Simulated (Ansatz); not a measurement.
**Hypothetical fluorite TeO2, element substitutions**

Start from TeO₂ in the fluorite structure (space group Fm-3m, No. 225; a hypothetical phase, not in the database extracts checked).

```xyz
3
Lattice="0.0000 2.6926 2.6926 2.6926 0.0000 2.6926 2.6926 2.6926 0.0000" Properties=species:S:1:pos:R:3 pbc="T T T"
Te     0.0000     0.0000     0.0000
O      1.3463     1.3463     1.3463
O      4.0390     4.0390     4.0390
```

Each row replaces one element on all its sites; cell and atoms are relaxed.

Method: Ansatz (an electronic-structure program), PBE, PAW, cutoff 420 eV, scalar-relativistic without spin-orbit coupling, earlier PAW set.

### Question
Only one of these keeps a band gap. Which?
(A) O → Se
(B) O → F
(C) Te → Se
(D) Te → Cd

### Answer
C, Te → Se. Computed: Te → Cd: zero; O → F: zero; O → Se: zero; Te → Se: 0.59 eV

The magnetic state is the one reached from the starting moments; the real material's order can differ, and small cells can't hold many antiferromagnetic ones. Spin-orbit coupling, missing from the scalar runs, can matter with Te. No phonon test of stability was made. As relaxed here, CdO2, TeF2, TeSe2 and SeO2 are hypothetical phases, not in the database extracts checked. Spin-polarised in the final run: CdO2; the other runs are not. The zero or small gap of TeF2 can change with the level of theory.
